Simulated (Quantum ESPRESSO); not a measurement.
Input and output of a relaxation of the atoms for MoPt₂ (Imm2, 3 atoms in the cell) (Quantum ESPRESSO).

Method: LDA (PZ), GBRV 1.5 ultrasoft (LDA) pseudopotentials (plane waves; Quantum ESPRESSO).

Input as run:

```fortran
&CONTROL
    calculation = 'relax'
    outdir = './tmp'
    pseudo_dir = './'
    forc_conv_thr = 7.8e-03
/
&SYSTEM
    ibrav = 0
    nat = 3
    ntyp = 2
    ecutwfc = 40
    ecutrho = 320
    occupations = 'smearing'
    smearing = 'gauss'
    degauss = 0.0073499
/
&ELECTRONS
    conv_thr = 1e-10
    mixing_beta = 0.7
/
&IONS
/
ATOMIC_SPECIES
Mo    95.9500  mo_lda_v1.uspp.F.UPF
Pt   195.0840  pt_lda_v1.4.uspp.F.UPF
ATOMIC_POSITIONS {crystal}
Mo    0.0179540000    0.0179540000    0.0000000000
Pt    0.6633400000    0.6633400000    0.0000000000
Pt    0.3366600000    0.3366600000    0.0000000000
K_POINTS {automatic}
7 7 7  0 0 0
CELL_PARAMETERS {angstrom}
  -1.3856440000     1.9919800000     4.1772670000
   1.3856440000    -1.9919800000     4.1772670000
   1.3856440000     1.9919800000    -4.1772670000
```

Log, with long lists cut:

```
     Self-consistent Calculation

     iteration #  1     ecut=    40.00 Ry     beta= 0.70

     negative rho (up, down):  3.214E-01 0.000E+00

     total energy              =    -557.64467630 Ry
     estimated scf accuracy    <       5.34167868 Ry

     iteration #  2     ecut=    40.00 Ry     beta= 0.70

     negative rho (up, down):  3.334E-01 0.000E+00

     total energy              =    -559.78554881 Ry
     estimated scf accuracy    <      19.86841202 Ry

     iteration #  3     ecut=    40.00 Ry     beta= 0.70

     negative rho (up, down):  3.382E-01 0.000E+00

     total energy              =    -560.81765693 Ry
     estimated scf accuracy    <       1.59055070 Ry

   [... 9 blocks of this kind left out ...]

     iteration # 13     ecut=    40.00 Ry     beta= 0.70

     negative rho (up, down):  3.381E-01 0.000E+00

     total energy              =    -561.18226841 Ry
     estimated scf accuracy    <          1.9E-10 Ry

     iteration # 14     ecut=    40.00 Ry     beta= 0.70

     negative rho (up, down):  3.381E-01 0.000E+00
     End of self-consistent calculation

     the Fermi energy is    21.9052 ev

!    total energy              =    -561.18226841 Ry
     estimated scf accuracy    <          1.7E-11 Ry
     smearing contrib. (-TS)   =      -0.00107846 Ry
     internal energy E=F+TS    =    -561.18118996 Ry

     convergence has been achieved in  14 iterations

     negative rho (up, down):  3.381E-01 0.000E+00

     Forces acting on atoms (cartesian axes, Ry/au):

     atom    1 type  1   force =    -0.00000000    0.00000000   -0.03755398
     atom    2 type  2   force =     0.00000000   -0.00000000    0.01531393
     atom    3 type  2   force =     0.00000000    0.00000000    0.02224005

     Total force =     0.046254     Total SCF correction =     0.000016

     BFGS Geometry Optimization
     Energy error            =      2.1E-03 Ry
   [... lines left out ...]
     the Fermi energy is    21.8948 ev
!    total energy              =    -561.18730778 Ry
     Total force =     0.000486     Total SCF correction =     0.000003
     bfgs converged in   6 scf cycles and   5 bfgs steps
   [... lines left out ...]

     End of BFGS Geometry Optimization

     Final energy             =    -561.1873077801 Ry

     File ./tmp/pwscf.bfgs deleted, as requested
Begin final coordinates

ATOMIC_POSITIONS (crystal)
Mo               0.0059803679        0.0059803679        0.0000000000
Pt               0.6690965433        0.6690965433        0.0000000000
Pt               0.3428770889        0.3428770889        0.0000000000
End final coordinates

   JOB DONE.
```

The run converged. 

Summary of the result:
- Free energy E − TS = -7635.3423 eV
- Fermi level (on the code's own zero) = 21.89 eV
- Largest force (vector length) = 0.009 eV/Å
- Relaxation steps = 5

The starting cell comes from a database of computed structures (which also holds hypothetical and non-ambient phases and stackings), without a prior relaxation at this level. Its lattice was rescaled by up to half a per cent. For this run, on top of that: one atom moved by 0.15 angstrom. Spin polarisation is off. The relaxation keeps the symmetry of its start, so its end need not be a minimum.

Cost on one core of a shared machine: roughly 6 min.
